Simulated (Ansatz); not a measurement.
Mo on the Al site (Mo_Al) in corundum (start: the Al site; 120-site cell, 2×2×2 Γ-centred sampling). Method: PBE, PAW (plane waves to 420 eV; Ansatz, a program for electronic structure). Total energies of the localised charge states, counted from that of charge +2, and their image corrections (point charge with alignment); the host's valence-band maximum lies at 7.358 eV on the cells' energy zero and its gap is 5.85 eV.

| charge | moment (μB) | E − E(first) (eV) | correction (eV) |
|---|---|---|---|
| +2 | 1.0 | 0.000 | 1.116 |
| +1 | 2.0 | 9.706 | 0.382 |
| 0 | 3.0 | 20.070 | 0.000 |
| −1 | 2.0 | 32.828 | -0.007 |

Q: Derive the transition levels above the valence-band maximum and say which of them are thermodynamic.

A: A level is the Fermi energy at which two charges have equal formation energy: ε(q/q′) = [E(q′) + corr(q′) − E(q) − corr(q)] / (q − q′) − E_VBM.
ε(+2/+1) = [(9.706 + 0.382) − (0.000 + 1.116)] / 1 − 7.358 = 1.61 eV
ε(+1/0) = [(20.070 + 0.000) − (9.706 + 0.382)] / 1 − 7.358 = 2.62 eV
ε(0/−1) = [(32.828 + -0.007) − (20.070 + 0.000)] / 1 − 7.358 = 5.39 eV
Thermodynamic levels at least 0.1 eV inside the gap: (+2/+1) at 1.61 eV; (+1/0) at 2.62 eV; (0/−1) at 5.39 eV. Corrections reach 1.12 eV, so the outer levels may be off by several tenths of an eV. Charges with a result: +2, +1, 0, −1. Others weren't obtained, and one of them could lie lower, also by skipping a charge. Flagged in the runs: a host whose relaxation on this sampling wasn't shown to rest.
